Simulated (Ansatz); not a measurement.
SiO2 (P4₁2₁2, No. 92), treated with r²SCAN0 (PAW; Ansatz, a first-principles code).

Numerical settings: plane-wave cutoff 520 eV, 6×6×4 k mesh (along the axes of the cell as run), Fermi–Dirac smearing 0.01 eV, scalar-relativistic PAW data made under PBE.

Cell (measured lattice):

```
CELL_PARAMETERS angstrom
      4.95700     0.00000     0.00000
      0.00000     4.95700     0.00000
      0.00000     0.00000     6.89030
ATOMIC_POSITIONS crystal
  Si 0.30470 0.30470 0.00000
  Si 0.80470 0.19530 0.75000
  Si 0.19530 0.80470 0.25000
  Si 0.69530 0.69530 0.50000
  O  0.23810 0.11090 0.18260
  O  0.73810 0.38910 0.56740
  O  0.26190 0.61090 0.06740
  O  0.76190 0.88910 0.68260
  O  0.88910 0.76190 0.31740
  O  0.38910 0.73810 0.43260
  O  0.61090 0.26190 0.93260
  O  0.11090 0.23810 0.81740
```

Problem. What does this level give for the band gap?

Solution. 
- band gap = 8.67 eV (on the SCF k mesh) (direct)

Note: cell and atoms aren't relaxed at this level (largest force component 0.33 eV/Å, pressure -1.6 GPa).

Computed values are for the static lattice.

The result took around 15 core-minutes (rough).
